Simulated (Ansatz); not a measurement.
MgSe (Fm-3m), HSE06, rigid bands (Ansatz, a quantum-chemistry and plane-wave program): N_c = 1.23e19 cm⁻³ at 300 K and an electron conductivity mass of 0.291 mₑ.

Q: For 1e16 electrons per cm³ at 300 K, place the Fermi level, estimate the Seebeck coefficient of a parabolic band with constant τ, and give mobility and conductivity for τ = 50 fs.

A: The level lies k_BT ln(N_c/n) = 0.184 eV below the conduction-band minimum. S ≈ −(k_B/e)[ln(N_c/n) + 5/2] = -829 μV/K, against -828 μV/K from the full bands (mean over directions). μ = eτ/m = 302 cm²/(V·s) and σ = neμ = 0.484 S/cm. τ is assumed, not computed.

Band transport and this doping are assumed; polarons and phonon drag are left out. Spin-orbit coupling is left out. Geometry: cell and atoms relaxed with PBEsol.
